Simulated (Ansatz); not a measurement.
We consider fluorite PtAl2, described by r²SCAN (Ansatz, a quantum-chemistry and plane-wave program, PAW).

Numerical settings: plane-wave cutoff 560 eV, 16×16×16 k mesh, Fermi–Dirac smearing 0.05 eV, scalar-relativistic PAW data made under PBE.

Computed at the level's own relaxed cell.

Problem. Estimate the equilibrium volume per atom, bulk modulus B0, lattice parameter a and pressure derivative B′ of the bulk modulus that the calculation returns.

Solution. 
* **equilibrium volume per atom**: 17.15 Å³/atom
* **bulk modulus B0**: 142 GPa
* **lattice parameter a**: 5.904 Å
* **pressure derivative B′ of the bulk modulus**: 4.4

The run finds no gap.

Measured, for comparison: lattice constant a 5.91 Å (temperature not stated, copied from a table, unchecked, not corrected to a static lattice; as tabulated in Crystal Structures 1, 239 (1963)). Computed (rounded) less measured: lattice constant a not scored (unchecked).

Spin–orbit coupling is not included.

Computed values are for the static lattice.
